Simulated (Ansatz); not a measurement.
The starting structures come from a database of crystals and need not be the phases stable at ambient conditions.

By PBEsol, the system below comes out a metal.

Given:

```xyz
4
Lattice="4.4069 0.0000 0.0000 0.0000 4.6775 0.0000 -1.9651 0.0000 2.1905" Properties=species:S:1:pos:R:3 pbc="T T T"
Si     0.0000     0.7337     0.0000
Si     2.2034     3.9437     0.0000
Ni     0.0000     3.0754     0.0000
Ni     2.2034     1.6020     0.0000
```

Space group of this cell: Pmmn. The cell is taken as given.

The current flows along the normal of the first two printed cell vectors. No spin-orbit coupling; the value is a mean over 0.1 eV about the Fermi level.

Task: Predict the ballistic conductance per area from PBEsol (Ansatz, a first-principles code).

Result: 0.53 × 10¹⁵ S/m² for both spins.
